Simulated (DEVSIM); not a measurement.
Device: Au/SiON/p-InP capacitor, at 300 K.

```
layer (left to right)  material  thickness (nm)  Na (cm⁻³)
---------------------  --------  --------------  ---------
1                          SiON            8.10          -
2                           InP            2000       1e17
```

Metal gate on the left, work function 5.1 eV. Fixed charge at the semiconductor interface -6.7e10 cm⁻² (in units of +e); no interface traps.

The device is made up for the run: typed textbook-type constants, with dimensions and the other settings drawn at random. Values at 300 K.

| parameter | SiON | InP |
|---|---|---|
| gap (eV) | 7 | 1.344 |
| affinity (eV) | 1.4 | 4.38 |
| permittivity | 5.5 | 12.5 |
| Nc (cm⁻³) | - | 5.7e17 |
| Nv (cm⁻³) | - | 1.1e19 |

Simulated with DEVSIM: 1D Poisson equation in equilibrium, Boltzmann statistics, complete ionisation; no quantum confinement or tunnelling. Metal contacts follow the ideal Schottky-Mott rule: no Fermi-level pinning, no interface dipoles.

The fixed charge was swept, all else fixed.

```json
[
 {"fixed charge (cm^-2)": "-1.99e12", "flat-band voltage (V)": "0.03"},
 {"fixed charge (cm^-2)": "-1.03e12", "flat-band voltage (V)": "-0.23"},
 {"fixed charge (cm^-2)": "-6.7e10", "flat-band voltage (V)": "-0.48"},
 {"fixed charge (cm^-2)": "8.93e11", "flat-band voltage (V)": "-0.74"},
 {"fixed charge (cm^-2)": "1.85e12", "flat-band voltage (V)": "-1.00"}
]
```

From the first row to the last the flat-band voltage goes from 0.03 to -1.00.
